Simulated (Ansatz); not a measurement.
# Carrier properties of BP under load (space group I-4m2)

Input:

```
BP
1.0
    0.00000     2.25436     2.26276
    2.25436     0.00000     2.26276
    2.25436     2.25436     0.00000
B P
1 1
Direct
  0.00000   0.00000   0.00000
  0.25000   0.25000   0.25000
```

Level of theory: PBEsol with spin-orbit coupling, rigid bands (plane waves, PAW; Ansatz, a first-principles code). Condition of this run: biaxial stress xx = yy = 1 GPa (compression positive) (the target of the relaxation). Geometry: cell and atoms relaxed with PBEsol, then loaded as said.

```yaml
band_gap: 1.07 eV
electron conductivity mass (300 K, dilute): 0.39 (x), 0.39 (y), 0.25 (z) mₑ
hole conductivity mass (300 K, dilute): 0.43 (x), 0.43 (y), 0.41 (z) mₑ
effective density of states N_c (300 K): 3.0e19 cm⁻³
effective density of states N_v (300 K): 1.8e19 cm⁻³
density_of_states_mass_electrons: 1.13 mₑ
density_of_states_mass_holes: 0.81 mₑ
Seebeck coefficient, n-type 1e19 cm⁻³, 300 K: -322 μV/K
best n-type power factor at 300 K for τ = 10 fs (best axis; densities from 1e16 to 1e21 cm⁻³ tried, whether or not they can be reached): 19.6 μW/(cm·K²) at 1e20 cm⁻³
Seebeck coefficient, p-type 1e19 cm⁻³, 300 K: 319 μV/K
best p-type power factor at 300 K for τ = 10 fs (best axis; densities from 1e16 to 1e21 cm⁻³ tried, whether or not they can be reached): 14.6 μW/(cm·K²) at 1e20 cm⁻³
```

Rigid bands; masses and Seebeck coefficients take one relaxation time τ for all states and one kind of carrier; polarons and phonon drag are left out.
